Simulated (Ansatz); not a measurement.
# WPt (model structure, started from the CuAu type, P4/mmm, No. 123, 2 atoms in the cell): bulk modulus B0 by level of theory

No measured value is used here.

| level (code) | value (GPa) | cell (Å³/atom) |
|---|---|---|
| LDA (Ansatz) | 340 | 14.83 |
| PBE (Ansatz) | 295 | 15.58 |
| PBEsol (Ansatz) | 324 | 15.09 |

Density-functional levels without +SOC have no spin–orbit coupling. LDA, PBE, PBEsol: the run has no spin polarisation, so it can have missed a magnetic state. LDA, PBE, PBEsol: the bulk modulus is −V dP/dV from two relaxed cells at ±2 % in volume. Each level is taken at its own relaxed cell. Ansatz's density-functional and Hartree–Fock values are scalar-relativistic unless marked +SOC, with PAW data made under PBE.

A model structure was made by putting elements into a prototype or built by hand; it is no filed structure, need not be a known phase, and can be a saddle point held by its symmetry.

Ansatz is a first-principles code.
